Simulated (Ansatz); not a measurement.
Base system: Cu₃SbS₄ (space group I-42m, No. 121; a = 5.3398 Å, c = 10.6351 Å).

Method: PBEsol (Ansatz, a first-principles code, PAW, spin-orbit coupling left out).

Base values:

| Quantity | Result |
|---|---|
| Pressure | 0.0 GPa |
| Band gap | zero |

Perturbation: every lattice vector is shortened by 2.25 %, atoms relaxed at fixed cell.

Problem. How does this affect the energy relative to the base?

Solution. The energy increases by 24 meV/atom.

Problem. Estimate the effect on the pressure.

Solution. The pressure (mean of the normal stresses, compression positive) goes from zero to 6.5 GPa.

Problem. Predict the new band gap.

Solution. The band gap remains zero.

With Sb present, leaving out spin-orbit coupling can change the band edges. The cells carry an imposed strain or load. Stability against distortions was not tested. The final runs are not spin-polarised. The zero or small gap of Cu3SbS4 can change with the level of theory.
